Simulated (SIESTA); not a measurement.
Input and output of a self-consistent single point for LiCa₆Ge (Fm-3m, 8 atoms in the cell) (SIESTA).

Method of the run: GGA PBEsol with spin-orbit coupling, numerical atomic orbitals DZP, PseudoDojo PBEsol fully relativistic norm-conserving potentials (rewritten from UPF to PSML) run with SIESTA.

```
LiCa6Ge
1.0
    0.00000     5.09675     5.09675
    5.09675     0.00000     5.09675
    5.09675     5.09675     0.00000
Li Ca Ge
1 6 1
Cartesian
  5.09675   5.09675   5.09675
  0.00000   2.54838   2.54838
  2.54838   5.09675   2.54838
  5.09675   2.54838   2.54838
  2.54838   0.00000   2.54838
  2.54838   2.54838   5.09675
  2.54838   2.54838   0.00000
  0.00000   0.00000   0.00000
```

Reference input (self-consistent single point, DFT, GGA PBEsol, numerical atomic orbitals DZP, PseudoDojo PBEsol standard norm-conserving potentials (rewritten from UPF to PSML)): XC.functional = GGA; XC.authors = PBEsol; potentials = PseudoDojo PBEsol standard; PAO.BasisSize = DZP; PAO.EnergyShift = 0.005 Ry; MeshCutoff = 300 Ry; kgrid.MonkhorstPack = 4 4 4; OccupationFunction = MP; OccupationMPOrder = 0; ElectronicTemperature = 2320.9 K; PAO.Polarization.NonPerturbative = true; MaxSCFIterations = 150. This run's input differs from it in these lines:

```diff
@@ -1,2 +1,2 @@
-# files in the folder: Li.psml Ca.psml Ge.psml (PseudoDojo PBEsol standard)
+# files in the folder: Li.psml Ca.psml Ge.psml (PseudoDojo PBEsol fully relativistic)
 SystemName  LiCa6Ge
@@ -43,2 +43,13 @@
 ElectronicTemperature        2320.9 K
+Spin                         spin-orbit
+%block DM.InitSpin
+  1 0.00 0.00 0.00
+  2 0.00 0.00 0.00
+  3 0.00 0.00 0.00
+  4 0.00 0.00 0.00
+  5 0.00 0.00 0.00
+  6 0.00 0.00 0.00
+  7 0.00 0.00 0.00
+  8 0.00 0.00 0.00
+%endblock DM.InitSpin
```

The program printed (abridged):

```
        iscf     Eharris(eV)        E_KS(eV)     FreeEng(eV)     dDmax    Ef(eV) dHmax(eV)
   scf:    1    -8883.945034    -8919.883368    -8919.952057  1.093505 -4.119092  3.807248
     spin moment: {S} , |S| = {   -0.00000    0.00000    0.00000 }     0.00000
   scf:    2    -8922.468969    -8921.445338    -8921.519057  0.124790 -3.935956  2.017342
     spin moment: {S} , |S| = {   -0.00000    0.00000   -0.00000 }     0.00000
   scf:    3    -8921.869061    -8921.689609    -8921.773799  0.037792 -3.890521  0.796081
     spin moment: {S} , |S| = {   -0.00000    0.00000    0.00000 }     0.00000
   [... lines left out ...]
     spin moment: {S} , |S| = {   -0.00000    0.00000    0.00000 }     0.00000
   scf:    7    -8921.734772    -8921.734799    -8921.824330  0.000349 -3.906677  0.004129
     spin moment: {S} , |S| = {   -0.00000   -0.00000    0.00000 }     0.00000
   scf:    8    -8921.734751    -8921.734775    -8921.824331  0.000102 -3.906714  0.001303
     spin moment: {S} , |S| = {   -0.00000   -0.00000    0.00000 }     0.00000
   scf:    9    -8921.734770    -8921.734772    -8921.824331  0.000022 -3.906729  0.000782
     spin moment: {S} , |S| = {    0.00000   -0.00000    0.00000 }     0.00000
SCF Convergence by DM+H criterion
max |DM_out - DM_in|         :     0.0000224246
max |H_out - H_in|      (eV) :     0.0007815872
SCF cycle converged after 9 iterations

Using DM_out to compute the final energy and forces

siesta: E_KS(eV) =            -8921.7348

siesta: E_KS - E_eggbox =     -8921.7348

siesta: Atomic forces (eV/Ang):
     1   -0.000000   -0.000000   -0.000000
     2    0.000000   -0.000000   -0.000000
     3    0.000000   -0.000000   -0.000000
     4   -0.000000    0.000000   -0.000000
     5   -0.000000   -0.000000    0.000000
     6   -0.000000   -0.000000   -0.000000
     7   -0.000000   -0.000000    0.000000
     8   -0.000000    0.000000    0.000000
   Tot   -0.000000   -0.000000   -0.000000
   Max    0.000000
   Res    0.000000    sqrt( Sum f_i^2 / 3N )
   Max    0.000000    constrained

   [... lines left out ...]
siesta: FreeEng =     -8921.824331
siesta: Cell volume =        264.795907 Ang**3
siesta:          48.55890353         48.55890353  kBar
   [... lines left out ...]
     5     0.217113    9.782887    0.000000    0.000000    0.000000   -0.000000  Ca
     6     0.216929    9.783071    0.000000    0.000000    0.000000    0.000000  Ca
     7     0.217113    9.782887    0.000000   -0.000000   -0.000000    0.000000  Ca
     8    -0.975214   14.975214    0.000000    0.000000   -0.000000    0.000000  Ge
 Total     0.000000                0.000000    0.000000   -0.000000    0.000000
```

The run converged in 9 iterations. Against the reference run the pressure hardly changes (4.85 to 4.86 GPa). The full log also holds: “initDM: WARNING: atom 2 has a closed-shell and cannot be polarized”. The full log also holds: “initDM: WARNING: atom 3 has a closed-shell and cannot be polarized”.

The starting cell comes from a database of computed structures (which also holds hypothetical and non-ambient phases and stackings), without a prior relaxation at this level. Values carry the incompleteness of an atom-centred basis. With a pressure of about 5 GPa the cell is away from its equilibrium volume at this level.

Cost on one core of a shared machine: roughly 50 s.
